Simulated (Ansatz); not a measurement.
Reference: KI (Pm-3m), PBEsol, rigid bands (plane waves, PAW, scalar-relativistic; Ansatz, an electronic-structure program); axes and stresses refer to this cell.

```
KI
1.0
    4.22792     0.00000     0.00000
    0.00000     4.22792     0.00000
    0.00000     0.00000     4.22792
K I
1 1
Cartesian
  0.00000   0.00000   0.00000
  2.11396   2.11396   2.11396
```

The electron conductivity mass is 0.29 mₑ and the Seebeck coefficient, p-type 1e19 cm⁻³ is 427 μV/K. The band gap is 3.30 eV.

Task: Change: functional r2SCAN on the same cell. What happens to electron conductivity mass, Seebeck coefficient, p-type 1e19 cm⁻³, band gap?

Result: electron conductivity mass grows to 0.31 mₑ; Seebeck coefficient, p-type 1e19 cm⁻³ moves little, to 430 μV/K; band gap goes up to 4.18 eV.

Masses are for dilute carriers at 300 K, harmonic means over directions unless an axis is named. Seebeck coefficients are for the stated density at 300 K, with one relaxation time for all states and whether or not that doping can be reached. Spin-orbit coupling is left out unless a row names it; without it the gap and masses of crystals with these elements can be far off. 

Computed structure with no diffraction record at hand here (it may be known, metastable or hypothetical): KI (Pm-3m).
